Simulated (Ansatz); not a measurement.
Reference: BP (F-43m), r2SCAN with spin-orbit coupling, rigid bands (plane waves, PAW; Ansatz, a quantum-chemistry and plane-wave program); axes and stresses refer to this cell.

```xyz
2
Lattice="0.0000 2.2682 2.2682 2.2682 0.0000 2.2682 2.2682 2.2682 0.0000" Properties=species:S:1:pos:R:3 pbc="T T T"
B      0.0000     0.0000     0.0000
P      1.1341     1.1341     1.1341
```

The hole conductivity mass is 0.40 mₑ and the Seebeck coefficient, n-type 1e19 cm⁻³ comes out as -336 μV/K. The band gap is 1.40 eV.

Task: Change: biaxial stress xx = yy = 2 GPa (compression positive). What happens to hole conductivity mass, Seebeck coefficient, n-type 1e19 cm⁻³, band gap?

Result: hole conductivity mass moves little, to 0.39 mₑ; Seebeck coefficient, n-type 1e19 cm⁻³ falls in size to -308 μV/K; band gap decreases to 1.33 eV.

Task: Change: hydrostatic pressure -2 GPa. What happens to hole conductivity mass, Seebeck coefficient, n-type 1e19 cm⁻³, band gap?

Result: hole conductivity mass moves little, to 0.40 mₑ; Seebeck coefficient, n-type 1e19 cm⁻³ moves little, to -335 μV/K; band gap moves little, to 1.41 eV.

Task: Change: hydrostatic pressure 5 GPa. What happens to hole conductivity mass, Seebeck coefficient, n-type 1e19 cm⁻³, band gap?

Result: hole conductivity mass moves little, to 0.40 mₑ; Seebeck coefficient, n-type 1e19 cm⁻³ moves little, to -338 μV/K; band gap moves little, to 1.36 eV.

Task: Change: uniaxial stress along [111] of -1 GPa (compression positive). What happens to hole conductivity mass, Seebeck coefficient, n-type 1e19 cm⁻³, band gap?

Result: hole conductivity mass moves little, to 0.40 mₑ; Seebeck coefficient, n-type 1e19 cm⁻³ moves little, to -336 μV/K; band gap moves little, to 1.39 eV.

Task: Change: uniaxial stress zz = -2 GPa (compression positive). What happens to hole conductivity mass, Seebeck coefficient, n-type 1e19 cm⁻³, band gap?

Result: hole conductivity mass moves little, to 0.39 mₑ; Seebeck coefficient, n-type 1e19 cm⁻³ drops in size to -307 μV/K; band gap decreases to 1.35 eV.

Task: Change: uniaxial stress zz = 2 GPa (compression positive). What happens to hole conductivity mass, Seebeck coefficient, n-type 1e19 cm⁻³, band gap?

Result: hole conductivity mass moves little, to 0.40 mₑ; Seebeck coefficient, n-type 1e19 cm⁻³ falls in size to -283 μV/K; band gap decreases to 1.29 eV.

Masses are for dilute carriers at 300 K, harmonic means over directions unless an axis is named. Seebeck coefficients are for the stated density at 300 K, with one relaxation time for all states and whether or not that doping can be reached. Stresses and pressures are the targets of the relaxation.  The structure type is held under load, also where the real crystal would transform.
